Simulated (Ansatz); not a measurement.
GaN in the zinc blende structure (space group F-43m, No. 216)

```xyz
2
Lattice="0.0000 2.2277 2.2277 2.2277 0.0000 2.2277 2.2277 2.2277 0.0000" Properties=species:S:1:pos:R:3 pbc="T T T"
Ga     0.0000     0.0000     0.0000
N      1.1138     1.1138     1.1138
```

Level of theory: Ansatz (an electronic-structure program), LDA, PAW, cutoff 420 eV, no SOC. Settings: 13×13×13 k-points, 0.05 eV Fermi–Dirac smearing.

| Item | Result |
|---|---|
| Volume per atom | 11.06 Å³ |
| Density | 6.29 g/cm³ |
| Band gap | 1.96 eV, direct at Γ |
| Electron mass | 0.18 mₑ |
| Hole mass (degenerate bands, along [100]) | 0.18, 0.85, 0.85 mₑ |
| Lowest conduction-band minima above the VBM | Γ 1.96 eV; X along ⟨100⟩ 3.27 eV |
| Total energy | -2041.042 eV/atom (σ→0; compares only within this code and set-up) |

Masses are band curvatures over ±0.01 Å⁻¹ around the edge. Whether these cells are dynamically stable was not tested. This is not the structure that GaN has at room temperature and ambient pressure.
